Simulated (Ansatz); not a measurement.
The starting structures come from a database of crystals and need not be the phases stable at ambient conditions.

 Where the default PAW files enter, the runs use the earlier of Ansatz's two default sets.

Consider the following.

```
AlClO
1.0
    3.63590     0.00000     0.00000
    0.00000     7.85956     0.00000
    0.00000     0.00000     3.15048
Al Cl O
2 2 2
Cartesian
  0.00000   0.82981   1.57524
  1.81795   7.02975   0.00000
  0.00000   2.50798   0.00000
  1.81795   5.35158   1.57524
  1.81795   0.39235   1.57524
  0.00000   7.46720   0.00000
```

Space group of this cell: Pmmn. The cell was relaxed by PBE-D3(BJ); by PBEsol its mean pressure is -0.7 GPa.

Transport runs along the normal of the first two printed cell vectors.

The gap is the functional's own, uncorrected, and κ follows it; spin-orbit coupling is left out. Mid-gap values are interpolated between the computed energies.

### Question
State the band gap and the smallest decay constant κ at mid-gap according to PBEsol (Ansatz, a first-principles code).

### Answer
Gap 5.61 eV on a 8×4×10 mesh; κ = 0.316 1/Å, at the zone centre.
